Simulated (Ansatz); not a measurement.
Take AlAs in the zinc blende structure (space group F-43m, No. 216; a = 5.674 Å) as the base. Axes: x, y, z lie along the cube axes.

Calculations: PBEsol (Ansatz, an electronic-structure program; PAW; 420 eV plane waves; no spin-orbit coupling), earlier PAW set.

Before the change:

- Valence-band top at Γ = 0.00, 0.00, 0.00 eV
- Band gap = 1.34 eV

One thing is altered: a pure shear with ε_xz = ε_zx = 0.0079, atoms relaxed at fixed cell.

Task: Predict the new valence-band top at Γ.

Result: The valence-band top at Γ (three highest levels, from the VBM) goes from 0.00, 0.00, 0.00 eV to 0.00, -0.07, -0.13 eV.

Task: What does the calculation give for the band gap after the change?

Result: The band gap decreases by 0.08 eV, from 1.34 eV to 1.26 eV.

The cells carry an imposed strain or load. Whether these cells are dynamically stable was not tested.
